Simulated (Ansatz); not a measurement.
# Electron-phonon data for Mg$_{3}$Y (Fm-3m)

Consider the following.

```yaml
crystal:
  lattice:
    - [0.00000, 3.62789, 3.62789]
    - [3.62789, 0.00000, 3.62789]
    - [3.62789, 3.62789, 0.00000]
  atoms:
    - { symbol: Y, position: [0.00000, 0.00000, 0.00000] }
    - { symbol: Mg, position: [0.25000, 0.25000, 0.25000] }
    - { symbol: Mg, position: [0.75000, 0.75000, 0.75000] }
    - { symbol: Mg, position: [0.50000, 0.50000, 0.50000] }
```

Method: PBEsol, DFPT electron-phonon coupling, linearised Boltzmann equation (plane waves, PAW, scalar-relativistic; Ansatz, a first-principles code). How the cell was made: relaxed with this functional, without spin-orbit coupling.

```json
{
 "resistivity at 300 K": "15.0 μΩ·cm",
 "resistivity at 77 K": "2.4 μΩ·cm",
 "electron mean free path at 300 K (weighted by the current that each state carries)": "10.5 nm",
 "drude_plasma_energy": "4.5 eV",
 "Hall coefficient at 300 K": "-42 ×10⁻¹¹ m³/C"
}
```

A metal at this level (no band gap). Only scattering by harmonic phonons is included (no impurities, grain boundaries, electron-electron scattering or thermal expansion). Spin-orbit coupling is left out. Halving the electron mesh (20x20x20) moves the resistivity by up to 5 % at 300 K, the mean free path by up to 10 %. Smearing 0.20 eV; phonons on a 3x3x3 q mesh, which this run doesn't test and which matters most at low temperature.

Computed structure, not matched to a measured one here, so possibly hypothetical: Mg3Y (Fm-3m).
